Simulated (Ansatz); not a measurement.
Take Zr in the hcp (Mg type) structure (space group P6_3/mmc, No. 194; a = 3.230 Å, c = 5.179 Å; relaxed with 0.1 eV smearing) as the base. Axes: x lies along a and z along c of the hexagonal cell.

Calculations: PBE, PAW, 420 eV (Ansatz, a first-principles code; scalar-relativistic without spin-orbit coupling).

Base values:

```
Item                Value
---------------  --------
Volume per atom  23.40 Å³
```

The change: tensile biaxial strain of 2.00 % in the plane normal to [001], as in epitaxy on a mismatched substrate; the out-of-plane cell vector and the atoms relax.

Predict the new volume per atom.

The volume per atom grows by 0.57 Å³, from 23.40 Å³ to 23.97 Å³.

What happens to the in-plane stress?

The mean in-plane stress (compression positive) amounts to -3.0 GPa.

No phonon test of stability was made. The final runs are not spin-polarised.
